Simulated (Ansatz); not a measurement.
# A computed series for hypothetical rock salt BAs: response to strain

The reference is BAs in the rock salt structure (space group Fm-3m, No. 225; a = 4.6143 Å; a hypothetical phase, not in the database extracts checked; relaxed with 0.1 eV smearing). Axes: x, y, z lie along the cube axes.

Strains are applied to the cell and any free atomic positions relax; under biaxial strain the out-of-plane vector relaxes too; under stress the whole cell relaxes.

Calculations: plane-wave PAW DFT at the PBE level (Ansatz, an electronic-structure program, 420 eV), without spin-orbit coupling.

Notes on the quantities. pressure: mean of the normal stresses, compression positive; energy relative to the base: free energy F.

```json
[
 {"change": "base", "pressure": "0.0 GPa", "energy relative to the base": "0 meV/atom", "space group": "Fm-3m (No. 225)", "shortest interatomic distance": "2.307 Å"},
 {"change": "biaxial strain +0.68 %, plane normal [001], relaxed out of plane", "pressure": "-1.0 GPa", "energy relative to the base": "+0.8 meV/atom", "space group": "I4/mmm (No. 139)", "shortest interatomic distance": "2.295 Å"},
 {"change": "isotropic strain −5.96 %", "pressure": "(withheld)", "energy relative to the base": "+194 meV/atom", "space group": "Fm-3m (No. 225)", "shortest interatomic distance": "2.170 Å"},
 {"change": "uniaxial strain ε_yy = −1.95 %", "pressure": "2.7 GPa", "energy relative to the base": "(withheld)", "space group": "I4/mmm (No. 139)", "shortest interatomic distance": "2.262 Å"},
 {"change": "uniaxial strain ε_yy = +2.21 %", "pressure": "-2.6 GPa", "energy relative to the base": "+3.5 meV/atom", "space group": "I4/mmm (No. 139)", "shortest interatomic distance": "2.307 Å"},
 {"change": "tensor shear ε_xz = −3.10 %", "pressure": "0.1 GPa", "energy relative to the base": "(withheld)", "space group": "Immm (No. 71)", "shortest interatomic distance": "2.307 Å"},
 {"change": "uniaxial stress, 8 GPa tension along x", "pressure": "–", "energy relative to the base": "+27 meV/atom", "space group": "I4/mmm (No. 139)", "shortest interatomic distance": "(withheld)"}
]
```

Question: Some entries are withheld; estimate them.

Answer: 
- isotropic strain −5.96 %, pressure: 35.3 GPa
- uniaxial strain ε_yy = −1.95 %, energy relative to the base: +3.3 meV/atom
- tensor shear ε_xz = −3.10 %, energy relative to the base: +9.5 meV/atom
- uniaxial stress, 8 GPa tension along x, shortest interatomic distance: 2.256 Å

Beyond what the load breaks, stability against distortions was not tested. The final runs are not spin-polarised.
